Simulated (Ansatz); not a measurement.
Cost and result by functional for the surface energy, mean of two unlike faces, of the (10-11) surface of wurtzite CdSe in its 1x1 cell (cut with top plane Cd, bottom plane Cd), relaxed from an ideal cut (the real face may reconstruct), with unlike faces, outermost plane spacing 1.53 Å in the ideal cut (in the relaxation 2 Cd–Se bonds formed; 1 Cd–Se bonds broke; Se ended outermost), in Ansatz (plane waves, PAW). Single points on the PBE structure, on one kind of machine; costs are rough ratios of the slab run's core time (references not counted) to the cheapest single point. r2SCAN's cost holds its higher cutoff (500 against 420 eV). Differences are taken against HSE06 for comparison alone: no measured value is at hand, so the table doesn't rank accuracy. HSE06 ran on a coarser k-mesh, which lowers its cost and carries part of its shift.

Set-up: 16 atoms, Cd8Se8, 12.9 Å thick at the start; mesh 6x3x1; 0.025 eV smearing; dipole correction on; all atoms relaxed; no symmetry held; no spin, no spin-orbit, no U. These notes are the PBE run's.

```csv
functional,relative cost,"surface energy, mean of two unlike faces, (J/m²)",less HSE06 (J/m²)
PBEsol,1,0.46,0.00
LDA,1,0.54,0.08
RPBE,1,0.32,-0.14
r2SCAN,2,0.50,0.04
HSE06,50,0.46,0.00
PBE (the relaxed run's value),–,0.40,-0.06
```

The values span 0.23 J/m², while the single points' costs differ by a factor of roughly 50. Differences are of unrounded values.

Ansatz is a quantum-chemistry and plane-wave program.
